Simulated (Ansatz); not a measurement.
System: LiH (model structure, started from the NiAs type, P6₃/mmc, No. 194, 4 atoms in the cell). Method: PBEsol (Ansatz, a quantum-chemistry and plane-wave program, PAW).

Excerpt of the program's output:

```
Relaxation: its limit of steps is 80 (relax.max_steps)
Crystal: 4 atoms, lattice volume = 32.697 Å³
Basis set: ecut = 520 eV, 895 PW (Γ), exchange–correlation on 48×48×80 points (8 copies of the dense FFT grid, shifted against one another)
Bands: 8, of which v1, the nominal top of the filled ones, is band 4 counted from 1 (3 counted from 0)
Symmetry: 24 space group operations
Space group: P63/mmc (ITA 194), of the structure as read, at distance tolerance 3.2e-5 Å
k-points: 95 of 1152
Functional: x = pbesol(κ = 0.804, μ = 0.12345679012345678), c = pbesol(β = 0.046)
SCF iter   1: F=—  HF=-438.798840 eV  |F-HF|=—  |Δ(HF+E_count)|=         —  Δρ=7.98e-3  dr2=1.54e-2
SCF iter   2: F=—  HF=-438.793180 eV  |F-HF|=—  |Δ(HF+E_count)|=   5.66e-3  Δρ=2.67e-3  dr2=1.67e-3
  ...
SCF 1 converged in 6 iterations: F = -438.792429 eV  dr2 = 1.65e-13
Crystal: 4 atoms, lattice volume = 32.697 Å³
Initial density: handed on by an earlier stage of this run
SCF 2 converged in 3 iterations: F = -438.792431 eV  dr2 = 1.92e-11
Crystal: 4 atoms, lattice volume = 32.697 Å³
SCF 3 converged in 2 iterations: F = -438.792432 eV  dr2 = 5.00e-10
Crystal: 4 atoms, lattice volume = 32.697 Å³
SCF iter   2: F=—  HF=-438.792432 eV  |F-HF|=—  |Δ(HF+E_count)|=   4.38e-7  Δρ=6.98e-7  dr2=1.29e-10
SCF iter   3: F=-438.792432 eV  HF=-438.792432 eV  |F-HF|=1.65e-12  |Δ(HF+E_count)|=  5.37e-11  Δρ=9.10e-8  dr2=1.80e-12
SCF 4 converged in 3 iterations: F = -438.792432 eV  dr2 = 1.80e-12
SCF converged after 3 iterations
Free energy (F): -438.792432 eV
Internal energy: -438.792432 eV  (E = F + TS)
E sigma→0 (E₀):  -438.792432 eV
Fermi energy:    2.668404 eV
--- Stress (GPa, compression-positive) ---
       -0.681933      -0.000000       0.000000
       -0.000000      -0.681933       0.000000
        0.000000       0.000000      -0.682012
  P = ⅓ Tr σ = -0.6820 GPa (-6.820 kbar)
```

Task: Write an input file that could have produced this run (the log leaves some choices open).

Result: Several could match; the one computed here: 
Ansatz 0.2 input:
```yaml
crystal:
  lattice:
    - [2.7782353045, 0.0000002635, 0.0]
    - [-1.3891178805, 2.4060222196, 0.0]
    - [0.0, 0.0, 4.8915310087]
  atoms:
    - { symbol: Li, position: [0.0, 0.0, 0.0] }
    - { symbol: Li, position: [0.0, 0.0, 0.5] }
    - { symbol: H, position: [0.3333333333, 0.6666666667, 0.25] }
    - { symbol: H, position: [0.6666666667, 0.3333333333, 0.75] }
basis:
  ecutwfc: 520
  ecutrho_ratio: 4
  xc_grid: 2
kpoints:
  mp_grid: { grid: [12, 12, 8] }
hamiltonian:
  xc: pbesol
  dispersion: none
  pseudopotentials: { kind: paw }
scf:
  occupations: { method: fermi_dirac, width: 0.01 }
output:
  forces: true
  stress: true
  eigenvalues: true
relax:
  f_tol: 0.004
  escape_saddle: false
  max_steps: 80
  cell: { stress_tol: 0.02, fix: [volume] }
```

The cell is one volume of an energy–volume scan, off the minimum.

The PAW data were made under PBE.

Note: the relaxation could raise the start's symmetry but not lower it, so the cell can be a saddle point.

The result took around 11 core-seconds (rough).

A model structure was made by putting elements into a prototype or built by hand; it is no filed structure, need not be a known phase, and can be a saddle point held by its symmetry.
